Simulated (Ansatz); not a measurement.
Start from Si3N4 (space group P6_3/m, No. 176; a = 7.625 Å, c = 2.910 Å).

All numbers come from PBEsol, PAW, 420 eV (Ansatz, a program for electronic structure; scalar-relativistic without spin-orbit coupling).

One change was made to it. Results:

| quantity | base | after |
|---|---|---|
| shortest interatomic distance | 173.3 pm | 173.0 pm |
| band gap | 4.19 eV | 4.21 eV |
| smallest direct gap | 4.39 eV | 4.41 eV |
| width of the top valence band | 1.38 eV | 1.39 eV |
| density | 3.18 g/cm³ | 3.20 g/cm³ |

Question: Which change produced these results?
A. pressure 7.5 GPa
B. pressure 5 GPa
C. pressure 1.5 GPa
D. pressure −2 GPa

Answer: C, pressure 1.5 GPa. For comparison, the band gap in the other runs: pressure −2 GPa gives 4.16 eV; pressure 7.5 GPa gives 4.28 eV; pressure 5 GPa gives 4.25 eV.

Load acts through the strain it causes; cell and atoms are relaxed under it. Whether these cells are dynamically stable was not tested. No other phases were tried under pressure.
